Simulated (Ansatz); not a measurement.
TiAl3: x(Lu) = 0.167, 8 atoms, C222

The reference is TiAl3 (space group I4/mmm, No. 139; a = 3.824 Å, c = 8.561 Å).

The other end (x = 1) is Lu3Ti (space group I4/mmm, No. 139; a hypothetical phase, not in the database extracts checked): 25.45 Å³/atom, gap zero; this end may not be an ambient phase.

It is then changed as follows: a fraction x = 0.167 of the Al sites is given to Lu, ordered in a cell of 8 atoms (starting symmetry C222) and fully relaxed.

All numbers come from DFT with r2SCAN, PAW potentials and a 500 eV plane-wave cutoff in Ansatz (an electronic-structure program), scalar-relativistic without spin-orbit coupling. k-mesh 10×10×9 (Γ-centred); smearing 0.05 eV (Fermi–Dirac), for the changed cell.

```tsv
quantity	base	changed	shift
volume per atom	15.65 Å³	17.53 Å³	+1.88 Å³
density	3.42 g/cm³	4.80 g/cm³	+1.386 g/cm³
shortest interatomic distance	2.704 Å	2.788 Å	+0.084 Å
band gap	zero	zero	–
mixing energy (to 0.01 eV only: unlike meshes or grids) (against an end that may be hypothetical)	–	+0.11 eV/atom	–
```

Final structure:

```yaml
crystal:
  lattice:
    - [2.82221, -4.44687, 0.00000]
    - [2.82221, 4.44687, 0.00000]
    - [0.00000, 0.00000, 5.58632]
  atoms:
    - { symbol: Al, position: [0.50000, 0.00000, 0.74636] }
    - { symbol: Al, position: [0.00000, 0.50000, 0.25364] }
    - { symbol: Al, position: [0.50000, 0.50000, 0.50000] }
    - { symbol: Al, position: [0.00000, 0.00000, 0.00000] }
    - { symbol: Lu, position: [0.00000, 0.00000, 0.50000] }
    - { symbol: Al, position: [0.50000, 0.50000, 0.00000] }
    - { symbol: Ti, position: [0.00000, 0.50000, 0.75459] }
    - { symbol: Ti, position: [0.50000, 0.00000, 0.24541] }
```

Each cell is one ordered arrangement of few atoms, which overstates ordering effects compared with a random alloy. Stability against distortions was not tested. The final runs are not spin-polarised. An odd electron count without spin: TiAl3 and Lu3Ti. LuTi2Al5 and Lu3Ti have a high density of states at the Fermi level and may be magnetic at this level.
